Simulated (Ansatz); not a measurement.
Cu: response to strain

Consider Cu in the fcc (Cu type) structure (space group Fm-3m, No. 225; relaxed with 0.1 eV smearing).

```xyz
1
Lattice="0.0000 1.7819 1.7819 1.7819 0.0000 1.7819 1.7819 1.7819 0.0000" Properties=species:S:1:pos:R:3 pbc="T T T"
Cu     0.0000     0.0000     0.0000
```

Cartesian axes are those of the cell as printed.

Strains are applied to the cell and any free atomic positions relax; under biaxial strain the out-of-plane vector relaxes too.

Calculations: DFT with PBEsol, PAW potentials and a 420 eV plane-wave cutoff in Ansatz (an electronic-structure program), spin-orbit coupling left out.

Notes on the quantities. energy relative to the base: free energy F.

| biaxial strain, plane normal [111], relaxed out of plane (%) | energy relative to the base (meV/atom) |
|---|---|
| -2.5 | 16.0 |
| -2.08 | ? |
| -1.67 | 6.9 |
| -1.25 | 3.8 |
| -0.83 | 1.6 |
| -0.42 | 0.4 |
| 0 | 0.0 |

Q: Fit ΔE = Aε² + Bε³ (ε in %) to the rows shown and predict the withheld row.

A: Least squares on the printed values gives A = 2.29 and B = -0.11 meV/atom (largest residual 0.0 meV/atom); this predicts 10.9 meV/atom, and the run gives 10.9 meV/atom, in agreement.

Whether these cells are dynamically stable was not tested. All final runs are without spin polarisation.
